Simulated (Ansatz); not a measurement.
Reference: GaAs (F-43m), PBEsol with spin-orbit coupling, rigid bands (plane waves, PAW; Ansatz, a program for electronic structure); geometry: cell and atoms relaxed with PBEsol.

```
GaAs
1.0
    0.00000     2.82935     2.82935
    2.82935     0.00000     2.82935
    2.82935     2.82935     0.00000
Ga As
1 1
Direct
  0.00000   0.00000   0.00000
  0.25000   0.25000   0.25000
```

| Item | Result |
|---|---|
| band gap | 0.32 eV |
| hole conductivity mass | 0.41 mₑ |
| Seebeck coefficient, p-type 1e19 cm⁻³ | 241 μV/K |

Question: Replace As by P on the same sites and relax. What happens?

Answer: GaP (F-43m): volume per atom 22.6 to 20.1 Å³; band gap rises (0.32 eV to 1.43 eV); hole conductivity mass rises (0.41 mₑ to 0.48 mₑ); Seebeck coefficient, p-type 1e19 cm⁻³ rises (241 μV/K to 318 μV/K).

Question: Replace Ga by Al on the same sites and relax. What happens?

Answer: AlAs (F-43m): volume per atom 22.6 to 22.8 Å³; band gap rises (0.32 eV to 1.25 eV); hole conductivity mass rises (0.41 mₑ to 0.59 mₑ); Seebeck coefficient, p-type 1e19 cm⁻³ rises (241 μV/K to 303 μV/K).

Question: Replace Ga by B on the same sites and relax. What happens?

Answer: BAs (F-43m): volume per atom 22.6 to 13.5 Å³; band gap rises (0.32 eV to 1.01 eV); hole conductivity mass falls (0.41 mₑ to 0.34 mₑ); Seebeck coefficient, p-type 1e19 cm⁻³ stays about the same (241 μV/K to 246 μV/K).

Moves up to 5 % count as about the same. Masses are for dilute carriers at 300 K, harmonic means over directions unless an axis is named. Seebeck coefficients are for the stated density at 300 K, with one relaxation time for all states and whether or not that doping can be reached.
